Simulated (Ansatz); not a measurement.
Fluorite PbF2 (high-temperature phase) was calculated with LDA in Ansatz (plane waves, PAW).

Settings: plane-wave cutoff 520 eV, 8×8×8 k mesh, perturbation theory, scalar-relativistic PAW data made under PBE.

Computed at the level's own relaxed cell.

Harmonic phonon frequencies (cm⁻¹; i marks an imaginary mode; at Γ without the LO shift):

```json
[
 {"q point": "Γ", "frequencies": "0 0 0 126 126 126 260 260 260"},
 {"q point": "X", "frequencies": "64 64 135 136 157 157 178 178 337"},
 {"q point": "U", "frequencies": "61 91 118 145 154 157 184 193 327"},
 {"q point": "L", "frequencies": "50 50 116 135 135 171 234 234 306"}
]
```

No imaginary mode appears at these points.

Ansatz is a first-principles code.
